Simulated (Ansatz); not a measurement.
Functionals compared on a constructed model of the (0001) surface of hcp Mg, a pseudomorphic layer of Zr in the host's stacking (bottom of the slab: a bare face, its two planes held), in Ansatz (plane waves, PAW). The structure was relaxed with PBE; the other rows are single points on it. Cutoff 420 eV (500 eV for r2SCAN).

Set-up: 7 atoms, 15.7 Å thick at the start; mesh 13x13x1; 0.1 eV smearing; dipole correction on; 2 atoms held, the rest relaxed; symmetry of the start imposed; no spin, no spin-orbit, no U. It is one candidate, not shown to be the stable structure of the face. These notes are the PBE run's.

| functional | work function of the top face (eV) | rough cost of the single point |
|---|---|---|
| PBE | 4.16 | – |
| RPBE | (withheld) | about 21 core-seconds (a rough figure) |
| r2SCAN | 4.14 | about 50 core-seconds (a rough figure) |

Q: Some entries are withheld; supply them.

A: 
- RPBE, work function of the top face (eV): 4.01

Ansatz is a quantum-chemistry and plane-wave program.
